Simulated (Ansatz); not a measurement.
How the equilibrium lattice constant a of Al (model structure, from the diamond type, Fd-3m, No. 227) moves with the method

No measured value is used here.

| level (code) | value (Å) |
|---|---|
| LDA (Ansatz) | 5.950 |
| PBE (Ansatz) | 6.048 |
| PBEsol (Ansatz) | (withheld) |
| r²SCAN (Ansatz) | 6.028 |

What belongs in the gaps?


- PBEsol (Ansatz, an electronic-structure program), value (Å): 5.995

Cutoffs differ between the levels. Ansatz's density-functional and Hartree–Fock values are scalar-relativistic unless marked +SOC, with PAW data made under PBE.

A model structure was made by putting elements into a prototype or built by hand; it is no filed structure, need not be a known phase, and can be a saddle point held by its symmetry.
